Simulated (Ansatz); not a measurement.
Ansatz (a quantum-chemistry and plane-wave program) run on ZrCrW (Imma, 6 atoms in the cell): zone-centre phonon calculation.

Computed with LDA (PW92), PAW files made with PBE (plane waves; Ansatz).

```
ZrCrW
1.0
   -2.60085     2.66597     3.68561
    2.60085    -2.66597     3.68561
    2.60085     2.66597    -3.68561
Zr Cr W
2 2 2
Direct
  0.37314   0.12314   0.25000
  0.62686   0.87686   0.75000
  0.00000   0.50000   0.00000
  0.00000   0.00000   0.50000
  0.50000   0.50000   0.00000
  0.00000   0.50000   0.50000
```

Reference input (self-consistent single point, DFT, LDA (PW92), plane waves, PAW files made with PBE): kpoints.mp_grid.grid = 4 4 4; hamiltonian.xc = lda; hamiltonian.pseudopotentials = {kind: paw} (the program's default PAW files); scf.occupations.method = fermi_dirac; scf.occupations.width = 0.136 eV. This run's input differs from it in these lines:

```diff
@@ -24,6 +24,4 @@
     width: 0.136
-output:
-  forces: true
-  eigenvalues: true
-  stress: true
+phonons:
+  method: dfpt
```

Output, abridged:

```
SCF iter   1: F=—  HF=-35072.651604 eV  |F-HF|=—  |Δ(HF+E_count)|=         —  Δρ=2.19e-1  dr2=8.14e1  ethr=3.10e-3  ⟨swp⟩=4.4  Hψ=6169  notcnv=0
all-band conjugate gradients solve this SCF's bands
preconditioner: auto → Kerker (q_TF=auto, 2.619 Å⁻¹)
SCF iter   2: F=—  HF=-35064.411750 eV  |F-HF|=—  |Δ(HF+E_count)|=    8.24e0  Δρ=7.83e-2  dr2=1.22e1  ethr=3.10e-3  ⟨swp⟩=3.2  Hψ=3953  notcnv=0
   [... lines left out ...]
SCF iter  11: F=—  HF=-35062.776165 eV  |F-HF|=—  |Δ(HF+E_count)|=  3.93e-10  Δρ=1.71e-7  dr2=2.61e-11  ethr=4.74e-12  ⟨swp⟩=2.0  Hψ=2138  notcnv=0
SCF iter  12: F=-35062.776165 eV  HF=-35062.776165 eV  |F-HF|=7.28e-12  |Δ(HF+E_count)|=   1.31e-9  Δρ=6.86e-8  dr2=4.62e-12  ethr=1.00e-12  ⟨swp⟩=6.8  Hψ=7638  notcnv=0
the search or the solves at the SCF's close seem to have found levels that the self-consistency loop had missed (the run counts 1) …
SCF 1 converged in 12 iterations: F = -35062.776165 eV  dr2 = 4.62e-12
DFPT response loops at Γ: preconditioner auto → Kerker (q_TF=auto, 2.619 Å⁻¹) (partly filled bands, converged f_vac=0.000) …
Free energy (F): -35062.776165 eV
Internal energy: -35062.551096 eV  (E = F + TS)
E sigma→0 (E₀):  -35062.663631 eV
Entropy (-TS):   -0.225069 eV (-37.511 meV/atom)
Fermi energy:    16.878668 eV
--- Phonons (Γ-DFPT): 9 representative perturbations + reference, on 36 of 64 k-points (Σ response iterations 27) ---
  k mesh reduced under 1 symmetry operation, with k and −k counted as one. Each operation leaves every solved perturbation unchanged …
  ASR residual: 1.542e-3 → 0.000e0 eV/Å²; symmetrization residual: 6.690e-6 eV/Å²
  ASR residual per site (eV/Å²): 6.52e-4 6.52e-4 1.54e-3 1.54e-3 5.86e-4 5.86e-4
  Γ frequencies (cm⁻¹): 0.00 0.00 0.00 120.94 140.39 150.70 153.53 179.42 190.04 196.33 198.51 201.88 206.66 208.44 218.27 243.97 262.69 286.46
  non-analytic LO–TO correction: not included (Born effective charges unavailable; polar crystals: no LO–TO splitting at Γ)
```

The run converged in 12 iterations. 

Summary of the result:
Free energy E − TS (on the zero of these files): -35062.7762 eV
Fermi level (on the code's own zero): 16.88 eV
Zone-centre frequencies (cm⁻¹; negative means imaginary): 0, 0, 0, 121, 140, 151, 154, 179, 190, 196, 199, 202, 207, 208, 218, 244, 263, 286

The starting cell comes from a database of computed structures (which also holds hypothetical and non-ambient phases and stackings), without a prior relaxation at this level. Spin polarisation is off.

Cost on one core of a shared machine: roughly 80 s.

Keys are those of Ansatz 0.2.
